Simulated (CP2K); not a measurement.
## Worked example: self-consistent single point of TePb₂Se (R3m, 4 atoms in the cell) in CP2K

Computed with LDA (Pade form), GPW, TZVP-MOLOPT-SR-GTH basis, GTH-PADE potentials (GTH_POTENTIALS) (CP2K).

This input was run:

```
&GLOBAL
  PROJECT tepb2se
  RUN_TYPE ENERGY_FORCE
  PRINT_LEVEL MEDIUM
&END GLOBAL
&FORCE_EVAL
  METHOD Quickstep
  STRESS_TENSOR ANALYTICAL
  &DFT
    BASIS_SET_FILE_NAME BASIS_MOLOPT_UCL
    POTENTIAL_FILE_NAME GTH_POTENTIALS
    &QS
      METHOD GPW
      EPS_DEFAULT 1E-11
    &END QS
    &MGRID
      CUTOFF 400
      REL_CUTOFF 40
      NGRIDS 5
    &END MGRID
    &SCF
      SCF_GUESS ATOMIC
      EPS_SCF 1E-6
      MAX_SCF 100
      ADDED_MOS 5
      &DIAGONALIZATION
        ALGORITHM STANDARD
      &END DIAGONALIZATION
      &MIXING
        METHOD BROYDEN_MIXING
        ALPHA 0.2
        NBUFFER 8
        BETA 1
      &END MIXING
    &END SCF
    &KPOINTS
      SCHEME MONKHORST-PACK 3 3 3
    &END KPOINTS
    &XC
      &XC_FUNCTIONAL PADE
      &END XC_FUNCTIONAL
    &END XC
    &PRINT
      &MO
        EIGENVALUES T
        OCCUPATION_NUMBERS T
        NDIGITS 8
        FILENAME mo
        &EACH
          QS_SCF 0
        &END EACH
        ADD_LAST NUMERIC
      &END MO
      &MULLIKEN ON
      &END MULLIKEN
    &END PRINT
  &END DFT
  &SUBSYS
    &CELL
      A 7.74150900 0.00000000 0.00000000
      B 6.45000600 4.28116500 0.00000000
      C 6.45000600 1.94577800 3.81344000
      PERIODIC XYZ
    &END CELL
    &COORD
      Te      10.36790573     3.12769384     1.91542990
      Pb      15.37165812     4.63717954     2.83985351
      Pb       5.26986288     1.58976346     0.97358649
      Se       0.00000000     0.00000000     0.00000000
    &END COORD
    &KIND Te
      BASIS_SET TZVP-MOLOPT-SR-GTH-q6
      POTENTIAL GTH-PADE-q6
    &END KIND
    &KIND Pb
      BASIS_SET TZVP-MOLOPT-SR-GTH-q4
      POTENTIAL GTH-PADE-q4
    &END KIND
    &KIND Se
      BASIS_SET TZVP-MOLOPT-SR-GTH-q6
      POTENTIAL GTH-PADE-q6
    &END KIND
  &END SUBSYS
  &PRINT
    &FORCES ON
    &END FORCES
    &STRESS_TENSOR ON
    &END STRESS_TENSOR
  &END PRINT
&END FORCE_EVAL
```

The program printed (abridged):

```
 GLOBAL| Method name                                                        CP2K
 GLOBAL| Project name                                                    tepb2se
 GLOBAL| Run type                                                   ENERGY_FORCE

 CELL| Volume [angstrom^3]:                                           126.387612
 CELL| Vector a [angstrom]:       7.742     0.000     0.000   |a| =     7.741509
 CELL| Vector b [angstrom]:       6.450     4.281     0.000   |b| =     7.741508
 CELL| Vector c [angstrom]:       6.450     1.946     3.813   |c| =     7.741509
 CELL| Angle (b,c), alpha [degree]:                                    33.574059
 CELL| Angle (a,c), beta  [degree]:                                    33.574057
 CELL| Angle (a,b), gamma [degree]:                                    33.574055
 CELL| Numerically orthorhombic:                                              NO
 CELL| Periodicity                                                           XYZ

 DFT| Spin restricted Kohn-Sham (RKS) calculation                            RKS
 DFT| Multiplicity                                                             1
 DFT| Number of spin states                                                    1
 DFT| Charge                                                                   0
 DFT| XC density smoothing                                                  NONE
 DFT| XC derivatives                                                          PW

 QS| Method:                                                                 GPW
 QS| Density plane wave grid type                        NON-SPHERICAL FULLSPACE
 QS| Number of grid levels:                                                    5
 QS| Density cutoff [a.u.]:                                                200.0
 QS| Multi grid cutoff [a.u.]: 1) grid level                               200.0
   [... lines left out ...]
 BRILLOUIN| Wavefunction type                                            COMPLEX
 BRILLOUIN| List of Kpoints [2 Pi/Bohr]                                       14
 BRILLOUIN| Number           Weight            X              Y              Z
 BRILLOUIN|     1           0.07407       -0.33333       -0.33333       -0.33333
 BRILLOUIN|     2           0.07407       -0.33333       -0.33333        0.00000
 BRILLOUIN|     3           0.07407       -0.33333       -0.33333        0.33333
   [... 11 lines left out ...]
 *******************************************************************************

 Extrapolation method: initial_guess

 Re-scaling the density matrix to get the right number of electrons
                  # Electrons              Trace(P)               Scaling factor
                           20                20.000                        1.000

 Number of electrons:                                                         20
 Number of occupied orbitals:                                                 10
 Number of molecular orbitals:                                                15

 Number of orbital functions:                                                 68
 Number of independent orbital functions:                                     68
 SCF WAVEFUNCTION OPTIMIZATION

  Step     Update method      Time    Convergence         Total energy    Change
     1 NoMix/Diag. 0.20E+00      -     3.31633971       -25.0733694029 -2.51E+01
     2 Broy./Diag. 0.20E+00      -     0.09796660       -24.9783979615  9.50E-02
     3 Broy./Diag. 0.20E+00      -     0.37837455       -25.0351202097 -5.67E-02
     4 Broy./Diag. 0.20E+00      -     0.05222058       -25.2073890796 -1.72E-01
     5 Broy./Diag. 0.20E+00      -     0.10399229       -25.1100390581  9.74E-02
     6 Broy./Diag. 0.20E+00      -     0.00489114       -25.1023589984  7.68E-03
     7 Broy./Diag. 0.20E+00      -     0.01464355       -25.0841922016  1.82E-02
   [... 4 lines left out ...]
    12 Broy./Diag. 0.20E+00      -     0.00003164       -25.0816130150 -4.16E-05
    13 Broy./Diag. 0.20E+00      -     0.00004475       -25.0815942826  1.87E-05
    14 Broy./Diag. 0.20E+00      -     0.00000211       -25.0815946883 -4.06E-07
    15 Broy./Diag. 0.20E+00      -     0.00000609       -25.0815874084  7.28E-06
    16 Broy./Diag. 0.20E+00      -     0.00000068       -25.0815886015 -1.19E-06
  *** SCF run converged in    16 steps ***

  Electronic density on regular grids:        -20.0000000000        0.0000000000
  Core density on regular grids:               19.9999999993       -0.0000000007
  Total charge density on r-space grids:       -0.0000000007
  Total charge density g-space grids:          -0.0000000007

  Overlap energy of the core charge distribution:               0.00000000001929
  Self energy of the core charge distribution:                -52.19283796865764
  Core Hamiltonian energy:                                     10.69627436872953
  Hartree energy:                                              22.22586298777232
  Exchange-correlation energy:                                 -5.81088798933431

  Total energy:                                               -25.08158860147081

                     Mulliken Population Analysis

 #  Atom  Element  Kind  Atomic population                           Net charge
       1     Te       1          6.513455                             -0.513455
       2     Pb       2          3.396210                              0.603790
       3     Pb       2          3.405695                              0.594305
       4     Se       3          6.684640                             -0.684640
 # Total charge                             20.000000                  0.000000

 ENERGY| Total FORCE_EVAL ( QS ) energy [hartree]            -25.081590916639527

 FORCES| Atomic forces [hartree/bohr]
 FORCES|   Atom     x               y               z               |f|
 FORCES|      1 -1.49392114E-03 -4.50672362E-04 -2.75997842E-04   1.58463900E-03
 FORCES|      2 -1.61344925E-04 -4.86782095E-05 -2.98058183E-05   1.71143623E-04
 FORCES|      3 -1.08644988E-03 -3.27751076E-04 -2.00716504E-04   1.15242406E-03
 FORCES|      4  2.74201596E-03  8.27192155E-04  5.06575592E-04   2.90852492E-03
 FORCES| Sum     3.00019997E-07  9.05073046E-08  5.54275461E-08
 FORCES| Total atomic force                                       3.18238564E-07

 STRESS| Analytical stress tensor [bar]
 STRESS|                        x                   y                   z
 STRESS|      x       -3.42746511040E+04  -2.20750470059E+03  -1.35191201096E+03
 STRESS|      y       -2.20750470059E+03  -2.76227731946E+04  -4.07841997717E+02
 STRESS|      z       -1.35191201096E+03  -4.07841997717E+02  -2.72066731224E+04
 STRESS| 1/3 Trace                                            -2.97013658070E+04
```

The run converged in 16 iterations.

The starting cell comes from a database of computed structures (which also holds hypothetical and non-ambient phases and stackings), without a prior relaxation at this level. Its lattice was rescaled by up to half a per cent. One atom was moved a little off its site on purpose. Values carry the incompleteness of an atom-centred basis.

Cost on one core of a shared machine: roughly 70 s.
